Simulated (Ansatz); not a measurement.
The parent structure is ZrO$_{2}$ (space group P4_2/nmc, No. 137; a = 3.6210 Å, c = 5.2829 Å). Axes: x, y, z lie along a, b, c of the conventional cell.

Level of theory: PBE (Ansatz, a first-principles code), without spin-orbit coupling.

Perturbation: tensile biaxial strain of 1.13 % in the plane normal to [001], as in epitaxy on a mismatched substrate; the out-of-plane cell vector and the atoms relax.

Problem. How does this affect the out-of-plane strain?

Solution. The out-of-plane strain is -0.44 %.

Stability against distortions was not tested. This is not the structure that ZrO2 has at room temperature and ambient pressure.
